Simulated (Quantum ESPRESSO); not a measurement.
A self-consistent single point of AlNi (Cmm2, 2 atoms in the cell) with Quantum ESPRESSO.

Level of theory: PBEsol, PSlibrary PAW (PBE) pseudopotentials (plane waves; Quantum ESPRESSO).

```
CELL_PARAMETERS angstrom
      1.93288    -1.94733     0.00000
      1.93288     1.94733     0.00000
      0.00000     0.00000     3.09013
ATOMIC_POSITIONS crystal
  Al 0.00000 0.00000 0.01618
  Ni 0.50000 0.50000 0.50000
```

Reference input (self-consistent single point, DFT, PBEsol, plane waves, PSlibrary PAW (PBE) pseudopotentials): ecutwfc = 50 Ry; ecutrho = 300 Ry; occupations = smearing; smearing = gauss; degauss = 0.0073499 Ry; input_dft = pbesol; potentials = {Al: Al.pbe-n-kjpaw_psl.1.0.0.UPF, Ni: Ni.pbe-n-kjpaw_psl.1.0.0.UPF}; K_POINTS = automatic 8 8 8 0 0 0; conv_thr = 1e-09 Ry; mixing_beta = 0.7. This run's input differs from it in these lines:

```diff
@@ -15,3 +15,3 @@
     smearing = 'gauss',
-    degauss = 0.0073499,
+    degauss = 0.00147,
     input_dft = 'pbesol',
@@ -33,3 +33,3 @@
 K_POINTS automatic
-8 8 8  0 0 0
+19 19 17  0 0 0
```

Log, with long lists cut:

```
     Self-consistent Calculation

     iteration #  1     ecut=    50.00 Ry     beta= 0.70

     total energy              =    -221.68675155 Ry
     estimated scf accuracy    <       0.15948320 Ry

     iteration #  2     ecut=    50.00 Ry     beta= 0.70

     total energy              =    -221.50014452 Ry
     estimated scf accuracy    <       2.65990892 Ry

     iteration #  3     ecut=    50.00 Ry     beta= 0.70

     total energy              =    -221.79498014 Ry
     estimated scf accuracy    <       0.00059384 Ry

   [... 4 blocks of this kind left out ...]

     iteration #  8     ecut=    50.00 Ry     beta= 0.70

     total energy              =    -221.79658629 Ry
     estimated scf accuracy    <          2.3E-09 Ry

     iteration #  9     ecut=    50.00 Ry     beta= 0.70
     End of self-consistent calculation

     Number of k-points >= 100: set verbosity='high' to print the bands.

     the Fermi energy is    12.2287 ev

!    total energy              =    -221.79658629 Ry
     estimated scf accuracy    <          4.6E-11 Ry
     smearing contrib. (-TS)   =      -0.00001674 Ry
     internal energy E=F+TS    =    -221.79656955 Ry

     convergence has been achieved in   9 iterations

     Forces acting on atoms (cartesian axes, Ry/au):

     atom    1 type  1   force =     0.00000000    0.00000000   -0.01334520
     atom    2 type  2   force =     0.00000000    0.00000000    0.01334520

     Total force =     0.018873     Total SCF correction =     0.000004

          total   stress  (Ry/bohr**3)                   (kbar)     P=       18.83
   0.00032855   0.00000000   0.00000000           48.33        0.00        0.00
   0.00000000   0.00020964   0.00000000            0.00       30.84        0.00
   0.00000000   0.00000000  -0.00015418            0.00        0.00      -22.68

   JOB DONE.
```

The run converged in 9 iterations. Against the reference run the free energy falls by 2.4 meV/atom, the pressure goes from 2.03 to 1.88 GPa and the largest force stays at 0.343 eV/Å.

The starting cell comes from a database of computed structures (which also holds hypothetical and non-ambient phases and stackings), without a prior relaxation at this level. Its lattice was rescaled by up to half a per cent. One atom was moved a little off its site on purpose. Spin polarisation is off.

Cost on one core of a shared machine: roughly 3 min.
